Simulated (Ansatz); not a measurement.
LiF (model structure, F-43m, No. 216, 2 atoms in the cell) was calculated with PBEsol (plane waves, PAW; Ansatz, a program for electronic structure).

Numerical settings: plane-wave cutoff 520 eV, 14×14×14 k mesh, Fermi–Dirac smearing 0.01 eV, scalar-relativistic PAW data made under PBE.

Cell (relaxed at this level):

LiF is modelled in the cubic space group F-43m (No. 216), the zinc blende structure, Pearson symbol cF8. Lattice parameters: a = b = c = 4.310 Å, α = β = γ = 90.00°. Li on 4a is coordinated by 4 F at 1.866 Å (tetrahedral). F on 4d is coordinated by 4 Li at 1.866 Å (tetrahedral). (Neighbours: up to the widest gap in distance over summed covalent radii, below 1.35, at either atom; cation-cation and far metal-metal contacts left out.)
(The calculation used a cell of 2 atoms; values per cell refer to that cell.)

Task: Estimate the band gap that the calculation returns.

Result: 
* **band gap**: 7.68 eV (direct)

Note: the relaxation could raise the start's symmetry but not lower it, so the cell can be a saddle point.

Static lattice: no zero-point or thermal effects.

Cost on a shared machine: about 3 core-seconds (a rough figure).

A model structure was made by putting elements into a prototype or built by hand; it is no filed structure, need not be a known phase, and can be a saddle point held by its symmetry.
